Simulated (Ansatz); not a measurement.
Start from InAs in the zinc blende structure (space group F-43m, No. 216).

```yaml
crystal:
  lattice:
    - [0.00000, 3.01303, 3.01303]
    - [3.01303, 0.00000, 3.01303]
    - [3.01303, 3.01303, 0.00000]
  atoms:
    - { symbol: In, position: [0.00000, 0.00000, 0.00000] }
    - { symbol: As, position: [0.25000, 0.25000, 0.25000] }
```

Method: Kohn–Sham DFT with the LDA functional, run in Ansatz (a program for electronic structure) with PAW and 420 eV plane waves, no spin-orbit coupling.

Strains are applied to the cell and any free atomic positions relax.

One change was made to it. Results:

| quantity | base | after |
|---|---|---|
| energy relative to the base (free energy F) | 0 meV/atom | +1.2 meV/atom |
| pressure | 0.0 GPa | 0.9 GPa |

### Question
Name the change that was made.
A. isotropic strain −1.50 %
B. isotropic strain +3.00 %
C. isotropic strain −0.50 %

### Answer
C, isotropic strain −0.50 %. For comparison, the energy relative to the base in the other runs: isotropic strain −1.50 % gives +11 meV/atom; isotropic strain +3.00 % gives +37 meV/atom.

A case with no gap was solved on a k-mesh chosen for an insulator, which is coarse for it. Stability against distortions was not tested. The final runs are not spin-polarised.
